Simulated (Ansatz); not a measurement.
Take BAs (space group P6_422, No. 181; a = 3.4587 Å, c = 7.4818 Å; a hypothetical phase, not in the database extracts checked) as the base. Axes: x lies along a and z along c of the hexagonal cell.

The values are results of PBE (Ansatz, a program for electronic structure; PAW; 420 eV plane waves; no spin-orbit coupling), not measurements.

One thing is altered: uniaxial strain ε_xx = +0.42 %, all other strain components held at zero, atoms relaxed at fixed cell.

Question: Predict the stress tensor and what it implies for the stiffness.

Answer: Stress of the strained cell less that of the base (GPa, compression positive):
```
  -1.31    0.00    0.00
   0.00   -0.15    0.00
   0.00    0.00   -0.23
```

Then −Δσ_ii/ε with ε = 0.0042 gives relaxed-ion elastic constants: C11 ≈ 311 GPa.

Stability against distortions was not tested. The base started in P3_121 and relaxed to P6_422 at this level.
